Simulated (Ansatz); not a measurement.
# SnGeSiC (model structure, R3m, No. 160, 4 atoms in the cell)

Level of theory: PBE0 (PAW; Ansatz, a first-principles code).

Numerical settings: plane-wave cutoff 460 eV, 8×8×8 k mesh, Fermi–Dirac smearing 0.01 eV, scalar-relativistic PAW data made under PBE.

Cell (relaxed with PBEsol):

```xyz
4
Lattice="1.8624 1.0753 6.1192 -1.8624 1.0753 6.1192 0.0000 -2.1506 6.1192" Properties=species:S:1:pos:R:3 pbc="T T T"
C      0.0000     0.0000     0.1546
Si     0.0000     0.0000     2.0429
Ge     0.0000     0.0000     9.0633
Sn     0.0000     0.0000    11.6863
```

| Property | Result |
|---|---|
| band gap | 0.55 eV (on the SCF k mesh) |

Note: the relaxation could raise the start's symmetry but not lower it, so the cell can be a saddle point; cell and atoms aren't relaxed at this level (largest force component 0.03 eV/Å).

Spin–orbit coupling is not included.

Computing time: very roughly 8 core-minutes.

A model structure was made by putting elements into a prototype or built by hand; it is no filed structure, need not be a known phase, and can be a saddle point held by its symmetry.
